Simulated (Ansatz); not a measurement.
**A computed series for MgTe: response to strain**

Take MgTe in the zinc blende structure (space group F-43m, No. 216; a = 6.439 Å) as the base. Axes: x, y, z lie along the cube axes.

Strains are applied to the cell and any free atomic positions relax.

Method: PBEsol in Ansatz (plane waves to 420 eV, PAW, without spin-orbit coupling).

Notes on the quantities. energy relative to the base: free energy F.

```
change                          band gap  energy relative to the base  volume per atom
------------------------------  --------  ---------------------------  ---------------
base                             2.35 eV                   0 meV/atom         33.38 Å³
uniaxial strain ε_zz = −3.00 %   2.42 eV                +4.2 meV/atom         32.37 Å³
uniaxial strain ε_zz = −1.50 %   2.38 eV                +1.0 meV/atom         32.87 Å³
uniaxial strain ε_zz = −0.50 %   2.36 eV                +0.1 meV/atom         33.21 Å³
uniaxial strain ε_zz = +0.50 %   2.32 eV                +0.1 meV/atom         33.54 Å³
uniaxial strain ε_zz = +1.00 %   2.29 eV                +0.5 meV/atom         33.71 Å³
uniaxial strain ε_zz = +1.50 %   2.27 eV                +1.1 meV/atom         33.88 Å³
uniaxial strain ε_zz = +2.00 %   2.24 eV                +1.9 meV/atom         34.04 Å³
uniaxial strain ε_zz = +2.50 %   2.21 eV                +3.0 meV/atom         34.21 Å³
uniaxial strain ε_zz = +3.00 %   2.19 eV                +4.3 meV/atom         34.38 Å³
```

Spin-orbit coupling, missing from the scalar runs, can matter with Te. Stability against distortions was not tested.

Ansatz is a quantum-chemistry and plane-wave program.
